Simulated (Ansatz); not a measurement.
Bulk modulus B0 of BSiCN (model structure, started from the AlSiCN type, R3m, No. 160, 4 atoms in the cell) at several levels of theory

No measured value is used here.

| level (code) | value (GPa) | cell (Å³/atom) |
|---|---|---|
| LDA (Ansatz) | ___ | 7.88 |
| PBE (Ansatz) | 249 | 8.19 |
| PBEsol (Ansatz) | 267 | 8.05 |
| r²SCAN (Ansatz) | 247 | 8.10 |

Problem. Some entries are withheld; supply them.

Solution. 
- LDA (Ansatz, an electronic-structure program), value (GPa): 280

LDA, PBE, PBEsol, r²SCAN: the bulk modulus is −V dP/dV from two relaxed cells at ±2 % in volume. Each level is taken at its own relaxed cell. Cutoffs differ between the levels. Ansatz's density-functional and Hartree–Fock values are scalar-relativistic unless marked +SOC, with PAW data made under PBE.

A model structure was made by putting elements into a prototype or built by hand; it is no filed structure, need not be a known phase, and can be a saddle point held by its symmetry.
